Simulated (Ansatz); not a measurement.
**InSbO4 (P2₁/c, No. 14, 24 atoms in the cell; start mp-1212067): band gap by level of theory**

No measured value is used here.

| level (code) | value (eV) |
|---|---|
| LDA (Ansatz) | 1.07 |
| PBE+SOC (Ansatz) | 1.21 (direct) |
| PBEsol+SOC (Ansatz) | 1.12 (direct) |
| r²SCAN+SOC (Ansatz) | 1.81 (direct) |
| HSE06 (Ansatz) | (withheld) |

**Question.** Complete the blanks.

**Answer.** 
- HSE06 (Ansatz, a program for electronic structure), value (eV): 2.83

Computed values are for a static lattice. Levels without +SOC have no spin–orbit coupling; where heavier elements are present it shifts gaps, mostly down, and can invert bands.  Values are at the PBEsol cell. Cutoffs and k meshes differ between the levels. Ansatz's density-functional and Hartree–Fock values are scalar-relativistic unless marked +SOC, with PAW data made under PBE.

A start named mp-… is a Materials Project structure, which need not be a measured phase.
